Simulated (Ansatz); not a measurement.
Worked example: self-consistent single point of NaHgCl3 (P6_3/mmc, 10 atoms in the cell) in Ansatz (a quantum-chemistry and plane-wave program)

Method: LDA (PW92), default PAW files made with PBE (plane waves; Ansatz).

Input as run:

Ansatz 0.2 input:
```yaml
crystal:
  lattice:
    - [7.61494700, 0.00000000, 0.00000000]
    - [-3.80747300, 6.59473700, 0.00000000]
    - [0.00000000, 0.00000000, 6.50584300]
  atoms:
    - { symbol: Na, position: [0.33333300, 0.66666700, 0.75000000] }
    - { symbol: Na, position: [0.66666700, 0.33333300, 0.25000000] }
    - { symbol: Hg, position: [0.00000000, 0.00000000, 0.00000000] }
    - { symbol: Hg, position: [0.00000000, 0.00000000, 0.50000000] }
    - { symbol: Cl, position: [0.14620000, 0.29240000, 0.25000000] }
    - { symbol: Cl, position: [0.70760000, 0.85380000, 0.25000000] }
    - { symbol: Cl, position: [0.14620000, 0.85380000, 0.25000000] }
    - { symbol: Cl, position: [0.85380000, 0.70760000, 0.75000000] }
    - { symbol: Cl, position: [0.29240000, 0.14620000, 0.75000000] }
    - { symbol: Cl, position: [0.85380000, 0.14620000, 0.75000000] }
basis:
  ecutwfc: 420.0
kpoints:
  mp_grid: { grid: [4, 4, 4] }
hamiltonian:
  xc: lda
  pseudopotentials: { kind: paw }
scf:
  occupations: { method: fermi_dirac, width: 0.05 }
output:
  forces: true
  eigenvalues: true
  stress: true
```

The program printed (abridged):

```
WARN the atoms were moved onto the symmetric positions of the space group found under crystal.symmetry.tolerance 1.0e-5 (fractional …
WARN ansatz: RAYON_NUM_THREADS=1 ignored (pool sized by the plan → 1); use --threads N
Pseudopotentials: kind: paw
Pseudopotential: Na, paw, valence charge 9
Pseudopotential: Hg, paw, valence charge 20
Pseudopotential: Cl, paw, valence charge 7
Crystal: 10 atoms, lattice volume = 326.714 Å³
Basis set: ecut = 420 eV, 6399 PW (Γ)
Bands: 60, of which v1, the nominal top of the filled ones, is band 50 counted from 1 (49 counted from 0)
Symmetry: 24 space group operations
Space group: P63/mmc (ITA 194), of the structure as read, at distance tolerance 6.9e-5 Å
k-points: 12 of 64
PAW frozen core: Na, regenerated for the run's functional, and the local potential with it
PAW frozen core: Hg, regenerated for the run's functional, and the local potential with it
PAW frozen core: Cl, regenerated for the run's functional, and the local potential with it
Initial density: superposition of atomic densities (neutral atoms: chi_scale 0, normalization atom), corrected by the library's trained network
Initial wavefunctions: pseudopotential atomic-orbital guess
Eigensolver: davidson
Functional: x = slater, c = lda
SCF iter   1: F=—  HF=-36249.718314 eV  |F-HF|=—  |Δ(HF+E_count)|=         —  Δρ=5.75e-3  dr2=8.52e-2  ethr=1.77e-3  ⟨swp⟩=7.3  Hψ=2908  notcnv=0  defer=5
all-band conjugate gradients solve this SCF's bands
preconditioner: auto → Resta (q_TF=auto, 2.240 Å⁻¹)
SCF iter   2: F=—  HF=-36249.691879 eV  |F-HF|=—  |Δ(HF+E_count)|=   2.64e-2  Δρ=2.68e-3  dr2=1.76e-2  ethr=8.52e-5  ⟨swp⟩=2.9  Hψ=1401  notcnv=0  defer=20
SCF iter   3: F=—  HF=-36249.686996 eV  |F-HF|=—  |Δ(HF+E_count)|=   4.88e-3  Δρ=5.32e-4  dr2=8.36e-4  ethr=1.76e-5  ⟨swp⟩=2.4  Hψ=995  notcnv=0  defer=20
SCF iter   4: F=—  HF=-36249.686996 eV  |F-HF|=—  |Δ(HF+E_count)|=   5.37e-8  Δρ=1.28e-4  dr2=9.80e-5  ethr=8.36e-7  ⟨swp⟩=2.6  Hψ=1050  notcnv=0  defer=20
SCF iter   5: F=—  HF=-36249.686914 eV  |F-HF|=—  |Δ(HF+E_count)|=   8.17e-5  Δρ=4.67e-5  dr2=1.47e-5  ethr=9.80e-8  ⟨swp⟩=2.4  Hψ=1063  notcnv=0  defer=20
SCF iter   6: F=—  HF=-36249.686921 eV  |F-HF|=—  |Δ(HF+E_count)|=   7.13e-6  Δρ=1.54e-5  dr2=1.26e-6  ethr=1.47e-8  ⟨swp⟩=2.0  Hψ=866  notcnv=0  defer=20
SCF iter   7: F=—  HF=-36249.686921 eV  |F-HF|=—  |Δ(HF+E_count)|=   2.59e-7  Δρ=5.08e-6  dr2=1.53e-7  ethr=1.26e-9  ⟨swp⟩=2.2  Hψ=1213  notcnv=0  defer=20
SCF iter   8: F=-36249.686921 eV  HF=-36249.686921 eV  |F-HF|=2.33e-10  |Δ(HF+E_count)|=   2.28e-8  Δρ=1.49e-6  dr2=1.26e-8  ethr=1.00e-10  ⟨swp⟩=11.7  Hψ=3039  notcnv=0
SCF 1 converged in 8 iterations: F = -36249.686921 eV  dr2 = 1.26e-8
SCF converged after 8 iterations
Free energy (F): -36249.686921 eV
Harris-Foulkes:  -36249.686921 eV  (|F-HF|=2.33e-10)
Internal energy: -36249.686921 eV  (E = F + TS)
E sigma→0 (E₀):  -36249.686921 eV
Fermi energy:    2.942324 eV
--- Per-component energies (eV) ---
  E_band       = -1860.850512
  E_kinetic    = 2420.008353
  E_local      = -15720.257603  (includes V_loc(G=0)·N_el)
  E_nonlocal   = 581.013067
  E_hartree    = 6585.463222
  E_xc         = -1147.607028
  E_vxc        = -1349.287875  (∫ρ·V_xc dr)
  E_paw        = -23551.761632  (= ΣΔE_a)
  E_vpaw       = -963.245789  (= ΣTr[D̂ρ^β])
  E_aug_tail   = 0.002287  (compensation charges beyond the density's cutoff)
  E_ewald      = -5419.124503
  E_core_change = 2.576916  (= ΣΔE_core)
  E_smearing   = -0.000000  (= −TS)
  E_closure    = 0.000000  (closes the sum)
  Σ components = -36249.686921   (vs F -36249.686921, Δ=0.00e0)
--- Forces (eV/Å), atoms counted from 1 ---
  atom   1  Na     0.00000000    -0.00000000    -0.00000000
  atom   2  Na    -0.00000000     0.00000000     0.00000000
  atom   3  Hg     0.00000000    -0.00000000    -0.00000000
  atom   4  Hg     0.00000000    -0.00000000    -0.00000000
  atom   5  Cl     0.00000006     1.56067844     0.00000000
  atom   6  Cl    -1.35158721    -0.78033917    -0.00000000
  atom   7  Cl     1.35158715    -0.78033927    -0.00000000
  atom   8  Cl    -0.00000006    -1.56067844    -0.00000000
  atom   9  Cl     1.35158721     0.78033917     0.00000000
  atom  10  Cl    -1.35158715     0.78033927     0.00000000
  max |Σ_I F_I| component: 8.88e-16 eV/Å
--- Stress (GPa, compression-positive) ---
        1.782507       0.000000       0.000000
       -0.000000       1.782507       0.000000
        0.000000       0.000000       4.225025
  P = ⅓ Tr σ = 2.5967 GPa (25.967 kbar)
  The stress holds the Pulay correction. Without it, at fixed plane waves, as pw.x and ABINIT print it: P = 2.5881 GPa
--- Band table (eV; the first three rows and the last of 12) ---
  k-point 0: bands = ["-111.4250", "-111.4247", "-59.8281", "-59.8100", "-59.7796", "-59.7796", "-59.7781", "-59.7781", "-50.0372", "-50.0372", "-22.5179", "-22.5178", "-22.5070", "-22.5070", "-22.5069", "-22.5069", "-12.7476", "-12.1070", [...]
  k-point 1: bands = ["-111.4250", "-111.4247", "-59.8254", "-59.8127", "-59.7794", "-59.7794", "-59.7783", "-59.7783", "-50.0372", "-50.0372", "-22.5179", "-22.5178", "-22.5070", "-22.5070", "-22.5069", "-22.5069", "-12.6612", "-12.2094", [...]
  k-point 2: bands = ["-111.4249", "-111.4249", "-59.8190", "-59.8190", "-59.7788", "-59.7788", "-59.7788", "-59.7788", "-50.0372", "-50.0372", "-22.5178", "-22.5178", "-22.5069", "-22.5069", "-22.5069", "-22.5069", "-12.4432", "-12.4432", [...]
  k-point 11: bands = ["-111.4249", "-111.4249", "-59.8190", "-59.8190", "-59.7788", "-59.7788", "-59.7788", "-59.7788", "-50.0372", "-50.0372", "-22.5178", "-22.5178", "-22.5069", "-22.5069", "-22.5069", "-22.5069", "-12.4226", "-12.4226", [...]
```

The run converged in 8 iterations.

The starting cell was generated: these elements placed on a structure prototype, without a prior relaxation; it need not be a known phase or ordering of this composition. Spin-orbit coupling is off. Forces in this geometry exceed 1 eV/Å. Ansatz's pressure includes its estimate of the finite-basis (Pulay) stress.
